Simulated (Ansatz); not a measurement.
Here is the system:

```yaml
crystal:
  lattice:
    - [10.85150, 0.00000, 0.00000]
    - [0.00000, 3.94563, 0.00000]
    - [0.00000, 0.00000, 4.04781]
  atoms:
    - { symbol: Sn, position: [0.61677, 0.75000, 0.57874] }
    - { symbol: Sn, position: [0.88323, 0.25000, 0.07874] }
    - { symbol: Sn, position: [0.38323, 0.25000, 0.42126] }
    - { symbol: Sn, position: [0.11677, 0.75000, 0.92126] }
    - { symbol: S, position: [0.35576, 0.75000, 0.97804] }
    - { symbol: S, position: [0.14424, 0.25000, 0.47804] }
    - { symbol: S, position: [0.64424, 0.25000, 0.02196] }
    - { symbol: S, position: [0.85576, 0.75000, 0.52196] }
```

No spin polarisation.

Level of theory: Ansatz (a quantum-chemistry and plane-wave program) PBE-D3(BJ), no SOC. Settings: 3×8×8 k-points, 0.05 eV Fermi–Dirac smearing.

Estimate the band gap.

0.13 eV.

What is the computed width of the top valence band?

2.34 eV.

Load acts through the strain it causes; cell and atoms are relaxed under it. Whether these cells are dynamically stable was not tested. The cell was made from SnS in the GeS type structure (space group Pnma, No. 62) by this change: pressure 4.5 GPa. A zero or small gap of SnS under pressure 4.5 GPa can be the functional's error rather than a property of the material.
